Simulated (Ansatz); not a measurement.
L1₂ (Cu3Au-type) Ni₃Fe was calculated with rVV10 (Ansatz, a program for electronic structure, plane waves, PAW).

Numerical settings: plane-wave cutoff 520 eV, 16×16×16 k mesh, Fermi–Dirac smearing 0.05 eV, spin-polarised with parallel moments, scalar-relativistic PAW data made under PBE.

Pressure at four volumes; x = ln(V/11.282 Å³). One pressure is withheld.

```
V (Å³/atom)        x  P (GPa)
-----------  -------  -------
10.605       -0.0619    13.80
11.282        0.0000    -0.01
11.733        0.0392    -6.91
11.959        0.0583        ?
```

Pass a parabola P(x) through the three rows shown, estimate the bulk modulus and its pressure derivative near zero pressure, and predict the withheld pressure.

Slopes between the rows: (-0.01 − (13.80))/(0.0000 − (-0.0619)) = -223.10 and (-6.91 − (-0.01))/(0.0392 − (0.0000)) = -176.02 GPa. Their difference over the span 0.1011 is c = 47.08/0.1011 = 465.7 GPa, so P(x) = 13.80 + (-223.10)(x − (-0.0619)) + 465.7 (x − (-0.0619))(x − (0.0000)). At the middle row B = −dP/dx = −[-223.10 + 465.7 × 0.0619] = 194.3 GPa, and B′ = dB/dP = 2c/B = 4.8. At x = 0.0583 the parabola gives -9.75 GPa; the run gives -9.81 GPa. The Birch–Murnaghan fit to the energies at all volumes has B0 = 193 GPa and B′ = 4.7.
